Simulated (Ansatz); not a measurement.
Start from PbI$_{2}$ in the 2H-MoS2 type structure (space group P6_3/mmc, No. 194; a = 4.2732 Å, c = 14.3620 Å; a hypothetical phase, not in the database extracts checked).

Levels (all Ansatz, a first-principles code, PAW, earlier PAW set): PBEsol-D3(BJ) (420 eV, scalar-relativistic without spin-orbit coupling); PBEsol+SOC (420 eV, spin-orbit coupling included).

The geometry is relaxed with PBEsol-D3(BJ).

- PBEsol-D3(BJ) valence-band top at Γ = 0.00, -0.53, -0.53 eV
- PBEsol-D3(BJ) electron mass = 0.36 mₑ along c, 0.50 mₑ across (at K)
- PBEsol-D3(BJ) lowest conduction level above the VBM at special points = K 1.39 eV; M 1.66 eV; H 1.80 eV; L 2.20 eV

With PBEsol+SOC at the same geometry, the valence-band top at Γ (three highest Kramers pairs, from the VBM) goes from 0.00, -0.53, -0.53 eV to 0.00, -0.39, -0.68 eV; the electron mass becomes 0.43 mₑ along c, 0.56 mₑ across (at K) (PBEsol-D3(BJ): 0.36 mₑ along c, 0.50 mₑ across (at K)); the lowest conduction level above the VBM at special points goes from K 1.39 eV; M 1.66 eV; H 1.80 eV; L 2.20 eV to K 1.06 eV; M 1.33 eV; H 1.29 eV; L 1.81 eV.

Single points use the geometry relaxed with PBEsol-D3(BJ). Differences between runs with and without spin-orbit coupling are approximate. Spin-orbit coupling, missing from the scalar runs, can matter with I and Pb. The levels and masses belong to the bands next to the band gap. Masses are band curvatures over ±0.01 Å⁻¹ around the edge. Whether these cells are dynamically stable was not tested.
